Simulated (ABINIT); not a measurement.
## Short convergence ladders for VRu (P4mm, 2 atoms in the cell)

```
VRu
1.0
    3.01184     0.00000     0.00000
    0.00000     3.01184     0.00000
    0.00000     0.00000     3.01184
V Ru
1 1
Cartesian
  1.50592   1.50592   1.55592
  0.00000   0.00000   0.00000
```
Moments meant for the start (each program seeds them in its own way; μB, in the order of the atoms V Ru): 2.0 0.0.

Base method: LDA (PW92), PAW (JTH v2.0 LDA PAW) (plane waves; ABINIT).

Base settings: pseudos = [V.LDA_PW-JTH.xml, Ru.LDA_PW-JTH.xml]; ecut = 30 Ha; pawecutdg = 60 Ha; pawxcdev = 0; nsppol = 2; occopt = 7; tsmear = 0.1 eV; ngkpt = 4 4 4; nshiftk = 1; shiftk = 0 0 0.

The count of work is k-points × plane waves × bands × iterations; it is no time. Core times come from one kind of shared machine, to one figure; runs under 30 s give none.

**The plane-wave cutoff**

Moved along: pawecutdg.

The mesh stays at the base's, so the ladder's end is converged at best in this setting alone.

Only quantities that move along the ladder and can be compared are tabulated.

```tsv
ecut	free energy less the last step's (meV/atom)	pressure (GPa)	largest difference of a force vector from the last step's (eV/Å)	count of work / last	core time / last (rough)
10 Ha	166.64	-30.47	0.014	0.047	0.1
12 Ha	19.26	-16.63	0.000	0.058	0.2
14 Ha	11.59	-15.45	0.000	0.077	0.1
16 Ha	10.36	-15.43	0.000	0.11	0.2
21 Ha	9.36	-15.44	0.000	0.15	0.3
27 Ha	6.90	-15.54	0.000	0.26	0.5
30 Ha	5.66	-15.54	0.000	0.26	0.2
72 Ha	0.00	-15.44	0.000	1.0	1
```

Coarsest ecut that holds the forces within 0.005 eV/Å of the last step, with all finer ones: 12 Ha, at 0.058 of the last step's count of work and about 0.2 of the last step's time; the step before is off by 0.014 eV/Å.

Coarsest ecut that holds the free energy within 5 meV/atom: not settled: the last two steps still differ by 5.7 meV/atom, over half the tolerance, so the ladder does not show it.

Coarsest ecut that holds the pressure within 0.5 GPa of the last step, with all finer ones: 14 Ha, at 0.077 of the last step's count of work and about 0.1 of the last step's time; the step before is off by 1.2 GPa.

Two neighbours can agree and both be off: 16 Ha and 21 Ha differ by 1.00 meV/atom in the free energy, yet lie about 9.4 meV/atom from the last step.

At the lowest cutoff the pressure lies 15.0 GPa under the last step's, the usual sign of Pulay stress in an incomplete plane-wave basis.

**The cutoff for other potential files**

Level: DFT, LDA (PW92), plane waves, norm-conserving pseudopotentials (PseudoDojo nc-sr-04 LDA standard).

In this ladder: pseudos = [V.upf, Ru.upf]; pawecutdg = default; pawxcdev = default; potentials = PseudoDojo nc-sr-04 LDA standard.

The second cell is the first with its lattice scaled by 0.98.

The mesh stays at the base's, so the ladder's end is converged at best in this setting alone.

Only quantities that move along the ladder and can be compared are tabulated.

| ecut | free energy less the last step's (meV/atom) | energy of the compressed cell less the first (meV/atom) | pressure (GPa) | largest difference of a force vector from the last step's (eV/Å) | net moment (μB/atom) | count of work / last | core time / last (rough) |
|---|---|---|---|---|---|---|---|
| 20 Ha | 4980.99 | -8.16 | -217.30 | 0.154 | 0.279 | 0.11 | 0.1 |
| 31 Ha | 145.83 | -41.39 | -30.30 | 0.003 | 0.249 | 0.21 | 0.2 |
| 44 Ha | 1.20 | -43.66 | -15.70 | 0.000 | 0.252 | 0.34 | 0.5 |
| 66 Ha | 0.41 | -43.67 | -15.70 | 0.000 | 0.252 | 0.68 | 0.9 |
| 88 Ha | 0.00 | -43.68 | -15.71 | 0.000 | 0.252 | 1.0 | 1 |

Coarsest ecut that holds the energy of the compressed cell less the first within 1 meV/atom of the last step, with all finer ones: 44 Ha, at 0.34 of the last step's count of work; the step before is off by 2.3 meV/atom.

Coarsest ecut that holds the forces within 0.01 eV/Å of the last step, with all finer ones: 31 Ha, at 0.21 of the last step's count of work and about 0.2 of the last step's time; the step before is off by 0.15 eV/Å.

Coarsest ecut that holds the free energy within 1 meV/atom of the last step, with all finer ones: 66 Ha; the step before is off by 1.2 meV/atom.

The energy difference between the two cells stays within 1 meV/atom of the last step's from 44 Ha on, the total only from 66 Ha on: much of the error is common to both cells and cancels.

At the lowest cutoff the pressure lies 202 GPa under the last step's, the usual sign of Pulay stress in an incomplete plane-wave basis.

**The density cutoff**

The mesh stays at the base's, so the ladder's end is converged at best in this setting alone.

Only quantities that move along the ladder and can be compared are tabulated.

```tsv
pawecutdg	pressure (GPa)	core time / last (rough)
30 Ha	-15.46	0.8
37.5 Ha	-15.55	1
45 Ha	-15.52	1
60 Ha	-15.54	0.6
75 Ha	-15.52	1
120 Ha	-15.53	1
```

Coarsest pawecutdg that holds the pressure within 0.05 GPa of the last step, with all finer ones: 37.5 Ha; the step before is off by 0.07 GPa.

On the base run: the starting cell comes from a database of computed structures (which also holds hypothetical and non-ambient phases and stackings), without a prior relaxation at this level. Its lattice was rescaled by up to half a per cent. One atom was moved a little off its site on purpose. The moments shrank to a small part of their start, a low-spin state that need not be the lowest. In the base run, with a pressure of about -16 GPa the cell is away from its equilibrium volume at this level. Without a gap this mesh is coarse (it stands for a supercell whose shortest vector is 12 Å).
